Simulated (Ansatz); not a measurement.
# GaSb (model structure, within 0.1 Å of P6₃/mmc, No. 194, 8 atoms in the cell): properties by level of theory

```tsv
level (code)	volume per atom (Å³/atom)	formation enthalpy (eV/atom)
PBE (Ansatz)	24.55	0.060
PBEsol (Ansatz)	23.25	0.043
PBE-D3(BJ) (Ansatz)	23.40	0.039
```

Ansatz's density-functional and Hartree–Fock values are scalar-relativistic unless marked +SOC, with PAW data made under PBE.

Computed values are for the static lattice.

A model structure was made by putting elements into a prototype or built by hand; it is no filed structure, need not be a known phase, and can be a saddle point held by its symmetry.

Ansatz is a program for electronic structure.
